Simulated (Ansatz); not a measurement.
## CdGeAs$_{2}$ in the chalcopyrite structure (space group I-42d, No. 122)

```cif
data_As8Cd4Ge4
_chemical_formula_sum 'Cd4 Ge4 As8'
_space_group_name_H-M_alt 'I-42d'
_space_group_IT_number 122
_space_group_name_Hall 'I -4 2bw'
_cell_length_a 6.04769
_cell_length_b 6.04769
_cell_length_c 11.48836
_cell_angle_alpha 90.000
_cell_angle_beta 90.000
_cell_angle_gamma 90.000
loop_
_atom_site_label
_atom_site_type_symbol
_atom_site_symmetry_multiplicity
_atom_site_Wyckoff_symbol
_atom_site_fract_x
_atom_site_fract_y
_atom_site_fract_z
_atom_site_occupancy
Cd1 Cd 4 a 0.00000 0.00000 0.00000 1
Ge1 Ge 4 b 0.00000 0.00000 0.50000 1
As1 As 8 d 0.27672 0.25000 0.12500 1
```
(The calculation used a cell of 8 atoms; values per cell refer to that cell.)

Level of theory: DFT with PBE, PAW potentials and a 420 eV plane-wave cutoff in Ansatz (a quantum-chemistry and plane-wave program), no spin-orbit coupling. Settings: 8×8×8 k-points, 0.05 eV Fermi–Dirac smearing.

The volume per atom is 26.26 Å³. The density is 5.29 g/cm³ and the band gap comes out as 0.12 eV (uncertain: the edges found on the path are not clean extrema). The total energy is -5565.525 eV/atom (σ→0; compares only within this code and set-up).

Semilocal Kohn–Sham gaps tend to fall short of experiment. No phonon test of stability was made. The zero or small gap of CdGeAs2 can change with the level of theory.
